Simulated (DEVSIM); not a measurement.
System: abrupt Si n-p junction, at 300 K.

```
layer (left to right)  material  thickness (μm)  Nd (cm⁻³)  Na (cm⁻³)  τn (s)  τp (s)
---------------------  --------  --------------  ---------  ---------  ------  ------
1                            Si           0.430     1.6e15          -    7e-5    7e-5
2                            Si            2.70          -     2.7e16    7e-5    7e-5
```

Left contact: ohmic. Right contact: ohmic. Voltage is applied to the left contact. Recombination: SRH at mid-gap, Auger. Mobility is constant in doping.

The device is made up for the run: typed textbook-type constants, with dimensions and the other settings drawn at random. Values at 300 K.

```csv
parameter,Si
gap (eV),1.124
affinity (eV),4.05
permittivity,11.7
Nc (cm⁻³),2.86e19
Nv (cm⁻³),3.1e19
μn (cm²/Vs),1417
μp (cm²/Vs),470
Cn (cm⁶/s),2.8e-31
Cp (cm⁶/s),9.9e-32
```

Model (solved in DEVSIM): 1D drift-diffusion, Boltzmann statistics, complete ionisation; no tunnelling, impact ionisation, image-force lowering or self-heating.

### Question
Tabulate band edges, carrier densities and field at zero bias.

### Answer
Energies count from the Fermi level of the right contact; mesh points crowd at the junctions.

```tsv
x (μm)	Ec (eV)	Ev (eV)	n (cm⁻³)	p (cm⁻³)	field (V/cm)
0.000	0.253	-0.871	1.6e15	73000	9600
0.01790	0.270	-0.854	8.2e14	140000	9800
0.04759	0.300	-0.824	2.6e14	450000	10000
0.09685	0.353	-0.771	3.3e13	3500000	11000
0.2150	0.505	-0.619	9.3e10	1.2e9	14000
0.3112	0.654	-0.470	2.9e8	4.0e11	17000
0.3692	0.755	-0.369	5900000	2.0e13	18000
0.4129	0.837	-0.287	250000	4.7e14	19000
0.4300	0.870	-0.254	68000	1.7e15	20000
0.4484	0.901	-0.223	21000	5.5e15	13000
0.4807	0.928	-0.196	7300	1.6e16	5000
0.5664	0.941	-0.183	4400	2.7e16	190
0.6875	0.942	-0.182	4300	2.7e16	≈ 0
0.8997	0.942	-0.182	4300	2.7e16	≈ 0
1.464	0.942	-0.182	4300	2.7e16	≈ 0
2.116	0.942	-0.182	4300	2.7e16	≈ 0
2.562	0.942	-0.182	4300	2.7e16	≈ 0
2.817	0.942	-0.182	4300	2.7e16	≈ 0
2.997	0.942	-0.182	4300	2.7e16	≈ 0
3.064	0.942	-0.182	4300	2.7e16	≈ 0
3.103	0.942	-0.182	4300	2.7e16	≈ 0
3.130	0.942	-0.182	4300	2.7e16	≈ 0
```
